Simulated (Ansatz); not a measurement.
Base system: GaAs in the zinc blende structure (space group F-43m, No. 216; a = 5.659 Å).

Levels (all Ansatz, an electronic-structure program, PAW, earlier PAW set): PBEsol (420 eV, without spin-orbit coupling); r2SCAN (500 eV, no SOC); HSE06 (420 eV, no spin-orbit coupling); PBEsol+SOC (420 eV, noncollinear with spin-orbit coupling); HSE06+SOC (420 eV, spin-orbit coupling included).

At the geometry relaxed with PBEsol, these levels gave the following band gaps, in shuffled order: (a) 1.28 eV, (b) 1.40 eV, (c) 0.42 eV, (d) 0.31 eV, (e) 1.00 eV.

Task: Match each gap to its level.

Result: (a) HSE06+SOC; (b) HSE06; (c) PBEsol; (d) PBEsol+SOC; (e) r2SCAN.

Single points use the geometry relaxed with PBEsol. Differences between runs with and without spin-orbit coupling are approximate. Stability against distortions was not tested.
